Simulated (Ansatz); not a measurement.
Start from SrTiO₃ in the cubic perovskite structure (space group Pm-3m, No. 221; a = 3.891 Å).

Method: PBEsol in Ansatz (plane waves to 420 eV, PAW, no spin-orbit coupling).

Before the change:

```
Property                        Result
-----------------------------  -------
Band gap                       1.85 eV
Width of the top valence band  1.05 eV
```

The change: cell and atoms relaxed at a pressure of 50 GPa.

### Question
What does the calculation give for the band gap after the change?

### Answer
The band gap rises by 0.28 eV to 2.13 eV.

### Question
Predict the new width of the top valence band.

### Answer
The width of the top valence band goes up by 0.20 eV, from 1.05 eV to 1.25 eV.

Load acts through the strain it causes; cell and atoms are relaxed under it. Whether these cells are dynamically stable was not tested. Competing high-pressure phases were not computed. The final runs are not spin-polarised. Many cubic perovskites are stable only at high temperature; tilts and polar distortions were not tested.

Ansatz is a quantum-chemistry and plane-wave program.
